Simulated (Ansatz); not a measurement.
Where the default PAW files enter, the runs use the earlier of Ansatz's two default sets.

Input:

```yaml
crystal:
  lattice:
    - [4.91497, 0.00000, 0.00000]
    - [-2.45748, 4.25649, 0.00000]
    - [0.00000, 0.00000, 5.43130]
  atoms:
    - { symbol: Si, position: [0.46891, 0.00000, 0.00000] }
    - { symbol: Si, position: [0.00000, 0.46891, 0.33333] }
    - { symbol: Si, position: [0.53109, 0.53109, 0.66667] }
    - { symbol: O, position: [0.58661, 0.85583, 0.78489] }
    - { symbol: O, position: [0.14417, 0.73078, 0.11822] }
    - { symbol: O, position: [0.26922, 0.41339, 0.45156] }
    - { symbol: O, position: [0.73078, 0.14417, 0.21511] }
    - { symbol: O, position: [0.41339, 0.26922, 0.88178] }
    - { symbol: O, position: [0.85583, 0.58661, 0.54844] }
```

Space group of this cell: P3_121. The cell is taken as given.

Calculation: r2SCAN (plane waves, PAW; Ansatz, a first-principles code).

The current runs along the normal of the first two printed vectors; no spin-orbit coupling. Scaled by the factor s: both lengths across the current (ions clamped). Meshes 12×12×6 and 12×12 across the current in all rows.

| s | mean pressure (GPa) | band gap (eV) |
|---|---|---|
| 0.98 | 8.8 | ? |
| 1.00 | 0.1 | 6.61 |
| 1.02 | -7.3 | 6.30 |

Question: Take the slope of the band gap against ln s from the two given rows, extrapolate to s = 0.98, and say what the run there gives.

Answer: Slope = (6.30 − 6.61) / ln 1.02 = -15.7 eV. The line gives 6.61 + (-15.7) × ln 0.98 = 6.93 eV. The run gives 6.88 eV, 0.05 eV under the line, 15 % of the predicted step.
